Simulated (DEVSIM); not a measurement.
Device: Schottky contact on n-type ZnO, at 400 K.

Layer 1 from the left is ZnO, thickness (μm) 2.70, Nd (cm⁻³) 2.2e17, τn (s) 2.2e-8, τp (s) 2.2e-8.

Left contact: Schottky, work function 6.07 eV, emission velocity 5.3e6 cm/s. Right contact: ohmic. Voltage is applied to the left contact. Recombination: SRH at mid-gap, radiative. Mobility is constant in doping.

This is a model device: material constants are rounded textbook-type values typed into the input, and sizes, dopings and lifetimes were drawn at random. Values at 300 K; Nc and Nv go as T^1.5, mobilities as T to minus their exponent, the gap by Varshni's rule with the affinity fixed.

ZnO: gap (eV) 3.37, affinity (eV) 4.5, permittivity 8.7, Nc (cm⁻³) 3.7e18, Nv (cm⁻³) 1.8e19, μn (cm²/Vs) 200, μp (cm²/Vs) 20, T exponent of μn 1.5, T exponent of μp 1.5, B (cm³/s) 1e-10, Varshni α (eV/K) 0.00055, Varshni β (K) 900.

Simulated with DEVSIM: 1D drift-diffusion, Boltzmann statistics, complete ionisation; no tunnelling, impact ionisation, image-force lowering or self-heating. Metal contacts follow the ideal Schottky-Mott rule: no Fermi-level pinning, no interface dipoles.

Dark forward current:

| |V| (V) | |J| (A/cm²) |
|---|---|
| 0.05 | 2.341e-13 |
| 0.10 | 1.230e-12 |
| 0.15 | 5.470e-12 |
| 0.20 | 2.351e-11 |
| 0.25 | 1.003e-10 |
| 0.30 | 4.269e-10 |
| 0.35 | 1.816e-9 |
| 0.40 | 7.726e-9 |
| 0.45 | 3.285e-8 |
| 0.50 | 1.396e-7 |
| 0.55 | 5.935e-7 |
| 0.60 | 2.521e-6 |
| 0.65 | 1.071e-5 |
| 0.70 | 4.545e-5 |
| 0.75 | 0.0001928 |
| 0.80 | 0.0008176 |
| 0.85 | 0.003464 |
| 0.90 | 0.01466 |
| 0.95 | 0.06196 |
| 1.00 | 0.2614 |
| 1.05 | 1.099 |
| 1.10 | 4.587 |
| 1.15 | 18.72 |
| 1.20 | 71.16 |
| 1.25 | 226.1 |
| 1.30 | 543.8 |

Problem. Work out the local ideality factor n = ΔV / (kT/q · ln(J2/J1)) between the rows 0.15 and 0.20 V, 1.25 and 1.30 V.

Solution. kT/q = 34.47 mV. From 0.15 to 0.20 V: ln(2.351e-11/5.470e-12) = 1.458, n = 0.99, near the 1 of diffusion or emission over a barrier. From 1.25 to 1.30 V: ln(543.8/226.1) = 0.878, n = 1.65; the layers' resistance at their doping, Σ W/(qμN) = 5.9e-5 Ω cm², would take 19 mV of this step of 50 mV.

Problem. Estimate the current at 0.65 V for emission alone, J0 = q v N_band exp(−φB/kT), and read the barrier back from the simulated current.

Solution. φB = 1.570 eV, N_band = 5.70e18 cm⁻³, J0 = 8.01e-14 A/cm²; J = J0 (exp(qV/kT) − 1) = 1.24e-5 A/cm². The simulation gives 1.07e-5 A/cm²; the estimate lies 16 % above. Read backwards, the simulated current gives an apparent barrier of 1.575 eV. The estimate leaves out transport through the depletion region and minority injection.
